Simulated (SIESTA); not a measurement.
Band structure of Li (Im-3m, 1 atom in the cell).

```xyz
1
Lattice="-1.6810 1.6810 1.6810 1.6810 -1.6810 1.6810 1.6810 1.6810 -1.6810" Properties=species:S:1:pos:R:3 pbc="T T T"
Li     0.0000     0.0000     0.0000
```

Level of theory: GGA PBE, numerical atomic orbitals TZP, PseudoDojo PBE standard norm-conserving potentials (rewritten from UPF to PSML) run with SIESTA.

Settings: XC.functional = GGA; XC.authors = PBE; potentials = PseudoDojo PBE standard; PAO.BasisSize = TZP; PAO.EnergyShift = 0.005 Ry; MeshCutoff = 350 Ry; kgrid.MonkhorstPack = 11 11 11; OccupationFunction = MP; OccupationMPOrder = 0; ElectronicTemperature = 0.136 eV; PAO.Polarization.NonPerturbative = true; MaxSCFIterations = 150; SCF.Mixer.Method = Pulay; SCF.Mixer.Weight = 0.2.

The starting cell comes from a database of computed structures (which also holds hypothetical and non-ambient phases and stackings), without a prior relaxation at this level. Its lattice was rescaled by a random factor within 2.5 % of one. Values carry the incompleteness of an atom-centred basis.

Levels in eV from the Fermi level, bands 1 to 3:
| point | 1 | 2 | 3 |
|---|---|---|---|
| Γ | -46.49 | -3.73 | 15.49 |
| H | -46.44 | 5.75 | 5.75 |
| N | -46.46 | 0.24 | 3.81 |
| P | -46.46 | 3.48 | 3.48 |

Bands cross the Fermi level along this path, so the cell is metallic at this level.

Higher empty bands are left out: an atom-centred basis made for the valence describes them poorly.
